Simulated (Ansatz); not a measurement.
Terminations of the (111)B surface of zinc-blende BP (P plane on top), measured from the surface '2x2 with 3 H on 4 top atoms'. Atoms come from or go to: B: alpha boron, H: ½ H2(g), Mg: hcp Mg, O: ½ O2(g), P: black phosphorus, Si: silicon. ΔE is the energy of forming the row's surface from that one (negative: more stable at these reservoirs); the vacuum level's shift is aligned on the shared bottom. No zero-point or thermal terms. These are constructed structures in small cells; real faces may alloy, dewet or reconstruct in larger ones, and not all known structures of the face are among them. Slabs of about 14 Å with all that they carry, Fermi-Dirac smearing of 0.025 eV. Bottom of the slabs: H caps. Relaxed from the named starts with such symmetry as they have, on meshes of like density; energies extrapolated to zero smearing; no spin-orbit coupling, no U. Spin-polarised runs, if any, are marked in brackets, and their order is one that fits the cell; the others ran without spin. Where a second, spin-polarised start was run, the lower counts. A dash marks a value that is undefined for that row (no clear gap, or no work function of a gapped slab) or was not read reliably on its mesh.

Computed with PBE (plane waves to 420 eV, PAW; Ansatz, a program for electronic structure).

| surface | atoms added per 1x1 | ΔE per 1x1 (eV) | slab gap (eV) | shift of the vacuum level (eV) | work function (eV) |
|---|---|---|---|---|---|
| 2x2 P vacancy | -0.75 H, -0.25 P | … | … | 1.59 | – |
| 2x2 B adatom at T1 (2 B–P bonds formed) | +0.25 B, -0.75 H | 1.09 | 0.48 | 0.75 | – |
| H on every top atom [spin start, no net moment] | +0.25 H | 0.19 | – | -1.93 | – |
| OH on every top atom [spin start, no net moment] | +0.25 H, +1 O | -2.35 | – | -1.13 | – |
| 2x2 cell from a buckled start [spin, 0.9 μB a cell] | -0.75 H | 0.90 | – | 1.39 | 5.32 |
| 2x2 Mg adatom at T4 [spin, 0.9 μB a cell] | -0.75 H, +0.25 Mg | 0.48 | – | -0.89 | – |
| 2x2 P adatom at T4 | -0.75 H, +0.25 P | 0.66 | 0.72 | 0.49 | – |
| P trimer, 2x2 | -0.75 H, +0.75 P | 0.11 | … | 0.71 | – |
| 2x2 B adatom at H3 | +0.25 B, -0.75 H | 1.09 | 0.45 | 0.74 | – |
| 2x2 Si adatom at T4 [spin start, no net moment] | -0.75 H, +0.25 Si | 0.66 | – | 0.73 | 4.70 |
| 2x2 B adatom at T4 | +0.25 B, -0.75 H | 0.80 | 0.73 | 0.93 | – |
| 2x2 P adatom at T1 (2 P–P bonds formed) | -0.75 H, +0.25 P | 0.66 | 0.83 | 0.47 | – |

**Question.** Complete the blanks.

**Answer.** 
- 2x2 P vacancy, ΔE per 1x1 (eV): 1.14
- 2x2 P vacancy, slab gap (eV): 0.53
- P trimer, 2x2, slab gap (eV): 0.75
